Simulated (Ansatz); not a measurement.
Take GaAs in the zinc blende structure (space group F-43m, No. 216; a = 5.6656 Å) as the base.

The change: cell and atoms relaxed at a pressure of 9 GPa.

Levels (all Ansatz, a quantum-chemistry and plane-wave program, PAW, earlier PAW set): r2SCAN (500 eV, scalar-relativistic without spin-orbit coupling); HSE06+SOC (420 eV, noncollinear with spin-orbit coupling).

The geometry is relaxed with r2SCAN.

```
Quantity                                    Value
----------------------------  -------------------
r2SCAN band gap                           1.56 eV
r2SCAN valence-band top at Γ  0.00, 0.00, 0.00 eV
```

Question: How does going to HSE06+SOC change the band gap and valence-band top at Γ?

Answer: The band gap goes up by 0.18 eV (1.56 eV → 1.74 eV); the valence-band top at Γ (three highest Kramers pairs, from the VBM) changes from 0.00, 0.00, 0.00 eV to 0.00, 0.00, -0.38 eV. The threefold valence maximum splits by Δso ≈ 0.38 eV.

Single points use the geometry relaxed with r2SCAN. Their cutoffs differ, which shifts pressures a little. HSE06 was sampled on its mesh, a few special points and the semilocal edge points, so its gap is an upper bound. The spin-orbit shifts are approximate. Load acts through the strain it causes; cell and atoms are relaxed under it. No phonon test of stability was made. Tetrahedral semiconductors of this kind turn to denser phases somewhere between about 1 and 50 GPa; those were not computed, so compressed cells here can lie past the real transition.
